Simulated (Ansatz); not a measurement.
BeAg (model structure, started from the CsCl type, Pm-3m, No. 221, 2 atoms in the cell): properties by level of theory

```csv
level (code),equilibrium lattice constant a (Å),bulk modulus B0 (GPa),cohesive energy (eV/atom)
LDA (Ansatz),2.879,___,3.85
PBE (Ansatz),2.948,121,2.97
PBEsol (Ansatz),2.910,135,3.44
r²SCAN (Ansatz),___,128,___
```

Complete the blanks.


- LDA (Ansatz, an electronic-structure program), bulk modulus B0 (GPa): 148
- r²SCAN (Ansatz), equilibrium lattice constant a (Å): 2.932
- r²SCAN (Ansatz), cohesive energy (eV/atom): 3.15

Caveats: the bulk modulus is −V dP/dV from two relaxed cells at ±2 % in volume (LDA, PBE, PBEsol, r²SCAN). Ansatz's density-functional and Hartree–Fock values are scalar-relativistic unless marked +SOC, with PAW data made under PBE.

Free atoms are spin-polarised, in the lowest state found; at levels without +SOC their spin–orbit coupling is left out.

A model structure was made by putting elements into a prototype or built by hand; it is no filed structure, need not be a known phase, and can be a saddle point held by its symmetry.
